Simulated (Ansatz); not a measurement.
The parent structure is Pt in the fcc (Cu type) structure (space group Fm-3m, No. 225; a = 3.895 Å; relaxed with 0.1 eV smearing). Axes: x, y, z lie along the cube axes.

All numbers come from LDA, PAW, 420 eV (Ansatz, a first-principles code; without spin-orbit coupling).

Strains are applied to the cell and any free atomic positions relax.

One change was made to it. Results:

```tsv
quantity	base	after
energy relative to the base (free energy F)	0 meV/atom	+1.7 meV/atom
pressure (mean of the normal stresses, compression positive)	0.0 GPa	-2.9 GPa
```

Problem. What was done to the base?
(A) uniaxial strain ε_zz = −3.00 %
(B) uniaxial strain ε_zz = +3.00 %
(C) uniaxial strain ε_zz = −0.50 %
(D) uniaxial strain ε_zz = +1.00 %

Solution. D, uniaxial strain ε_zz = +1.00 %. For comparison, the energy relative to the base in the other runs: uniaxial strain ε_zz = −3.00 % gives +17 meV/atom; uniaxial strain ε_zz = −0.50 % gives +0.4 meV/atom; uniaxial strain ε_zz = +3.00 % gives +15 meV/atom.

No phonon test of stability was made. All final runs are without spin polarisation. Pt lies near a magnetic instability that expansion can trigger; it was not tested.
